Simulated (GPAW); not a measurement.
Band structure of YCuAs2 (P4/nmm, 8 atoms in the cell).

```xyz
8
Lattice="3.9840 0.0000 0.0000 0.0000 3.9840 0.0000 0.0000 0.0000 10.1251" Properties=species:S:1:pos:R:3 pbc="T T T"
Y      1.9920     0.0000     2.4054
Y      0.0000     1.9920     7.7197
As     0.0000     0.0000     0.0000
As     1.9920     1.9920     0.0000
As     0.0000     1.9920     3.4338
As     1.9920     0.0000     6.6912
Cu     0.0000     0.0000     5.0625
Cu     1.9920     1.9920     5.0625
```

Computed with LDA (Perdew-Wang 92), GPAW PAW datasets LDA (gpaw-data 1.0.1) (plane waves; GPAW).

Settings: mode = pw; ecut = 800 eV; xc = LDA; kpts = 3 3 2; mesh shift (steps) = 0 0 0; occupations.name = methfessel-paxton; occupations.width = 0.272 eV; occupations.order = 1; nbands = -12; convergence.forces = 0.001 eV/Å; symmetry.symmorphic = false; symmetry.tolerance = 0.0005; maxiter = 150; bandpath_npoints = 50.

The starting cell comes from a database of published, mostly measured structures (it also holds non-ambient and calculated ones), without a prior relaxation at this level. Its lattice was rescaled by a random factor within 2.5 % of one. Spin polarisation is off.

Levels in eV from the Fermi level, bands 29 to 36:
```csv
point,29,30,31,32,33,34,35,36
Γ,-1.46,-1.30,0.07,0.07,0.07,1.40,2.17,2.17
X,-1.67,-1.67,-1.06,-1.06,-1.03,-1.03,1.83,1.83
M,-2.46,-2.46,-1.85,-1.85,2.26,2.26,2.68,2.68
Z,-1.79,-1.27,-0.08,0.10,0.10,1.85,2.02,2.06
R,-1.33,-1.33,-0.91,-0.91,-0.43,-0.43,0.97,0.97
A,-2.47,-2.47,-1.85,-1.85,1.28,1.28,2.92,2.92
```

Bands cross the Fermi level along this path, so the cell is metallic at this level.
